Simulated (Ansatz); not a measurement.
The parent structure is Sc in the hcp (Mg type) structure (space group P6_3/mmc, No. 194; a = 3.318 Å, c = 5.186 Å; relaxed with 0.1 eV smearing).

Method: Kohn–Sham DFT with the PBE functional, run in Ansatz (a first-principles code) with PAW and 420 eV plane waves, without spin-orbit coupling.

Base values:

The pressure comes out as 0.0 GPa.

Modification: the cell is scaled by 0.9900 in all directions, atoms relaxed at fixed cell.

Problem. How does this affect the energy relative to the base?

Solution. The energy increases by 3.8 meV/atom.

Problem. Predict the new pressure.

Solution. The pressure (mean of the normal stresses, compression positive) goes from zero to 1.7 GPa.

The cells carry an imposed strain or load. No phonon test of stability was made. All final runs are without spin polarisation.
